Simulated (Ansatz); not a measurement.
Spacing of the highest filled and lowest empty level at the zone centre in eight small model glasses of hand-chosen composition and density, fast-quenched (anions pushed apart in CHGNet runs), each at its PBE geometry, by PBE and by HSE06 (Ansatz, a quantum-chemistry and plane-wave program, plane waves, PAW). The cells are the first eight to finish that balance their formal charges, show no moments and no lower geometry on charging where those were tested, and have a gap at both levels; defect levels can set the spacings, and exact exchange is cut at the cells' faces.

```json
[
 {"cell": "Zr20O43Y2", "quench by": "CHGNet", "pressure (GPa)": "-1.4", "levels at the gap": "localised at the filled edge", "PBE (eV)": "3.46", "experiment, tabulated (eV)": "-"},
 {"cell": "In9Ga9Zn9O41Nb2", "quench by": "CHGNet", "pressure (GPa)": "0.3", "levels at the gap": "spread", "PBE (eV)": "1.14", "experiment, tabulated (eV)": "-"},
 {"cell": "In9Ga9Zn9O39Lu2", "quench by": "CHGNet", "pressure (GPa)": "-0.2", "levels at the gap": "spread", "PBE (eV)": "0.80", "experiment, tabulated (eV)": "-"},
 {"cell": "Si24O49Ba", "quench by": "CHGNet", "pressure (GPa)": "0.7", "levels at the gap": "localised at the filled edge", "PBE (eV)": "4.04", "experiment, tabulated (eV)": "-"},
 {"cell": "Si24O53P2", "quench by": "CHGNet", "pressure (GPa)": "0.4", "levels at the gap": "localised at the filled edge", "PBE (eV)": "4.87", "experiment, tabulated (eV)": "-"},
 {"cell": "Ti20O43W", "quench by": "CHGNet", "pressure (GPa)": "1.9", "levels at the gap": "spread", "PBE (eV)": "2.64", "experiment, tabulated (eV)": "-"},
 {"cell": "Al28O43Sr", "quench by": "CHGNet", "pressure (GPa)": "-0.6", "levels at the gap": "localised at the filled edge", "PBE (eV)": "3.68", "experiment, tabulated (eV)": "-"},
 {"cell": "Zr20O41Zn", "quench by": "CHGNet", "pressure (GPa)": "0.0", "levels at the gap": "localised at the filled edge", "PBE (eV)": "3.34", "experiment, tabulated (eV)": "-"}
]
```

**Question.** What does HSE06 give, and how does it move these values against PBE?

**Answer.** Zr20O43Y2 4.96, In9Ga9Zn9O41Nb2 2.70, In9Ga9Zn9O39Lu2 2.30, Si24O49Ba 5.69, Si24O53P2 6.64, Ti20O43W 4.14, Al28O43Sr 5.37, Zr20O41Zn 4.87 eV. It raises them by +1.50 to +1.77 eV, +1.59 eV on average. A straight line through the eight gives HSE06 = 1.05 × PBE +1.44 eV, with a scatter of 0.07 eV.
